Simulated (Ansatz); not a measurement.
**MgSe under load (space group I4/mmm): band-edge transport data**

Input:

```xyz
2
Lattice="0.0000 2.7795 2.7111 2.7795 0.0000 2.7111 2.7795 2.7795 0.0000" Properties=species:S:1:pos:R:3 pbc="T T T"
Mg     0.0000     0.0000     0.0000
Se     2.7795     2.7795     2.7111
```

Level of theory: r2SCAN with spin-orbit coupling, rigid bands (plane waves, PAW; Ansatz, an electronic-structure program). Condition of this run: biaxial stress xx = yy = -2 GPa (compression positive) (the target of the relaxation). Cell: cell and atoms relaxed with r2SCAN, then loaded as said.

```
Quantity                                                                                                                                                          Result
---------------------------------------------------------------------------------------------------------------------------------------  -------------------------------
band gap                                                                                                                                                         2.19 eV
electron conductivity mass (300 K, dilute)                                                                                               0.27 (x), 0.27 (y), 0.45 (z) mₑ
hole conductivity mass (300 K, dilute)                                                                                                   0.86 (x), 0.86 (y), 1.14 (z) mₑ
effective density of states N_c (300 K)                                                                                                                      4.8e18 cm⁻³
effective density of states N_v (300 K)                                                                                                                      1.9e19 cm⁻³
density-of-states mass, electrons                                                                                                                                0.33 mₑ
density-of-states mass, holes                                                                                                                                    0.83 mₑ
Seebeck coefficient, n-type 1e19 cm⁻³, 300 K                                                                                                                   -181 μV/K
best n-type power factor at 300 K for τ = 10 fs (best axis; densities from 1e16 to 1e21 cm⁻³ tried, whether or not they can be reached)      6.3 μW/(cm·K²) at 1e20 cm⁻³
Seebeck coefficient, p-type 1e19 cm⁻³, 300 K                                                                                                                    320 μV/K
```

Rigid bands; masses and Seebeck coefficients take one relaxation time τ for all states and one kind of carrier; polarons and phonon drag are left out.
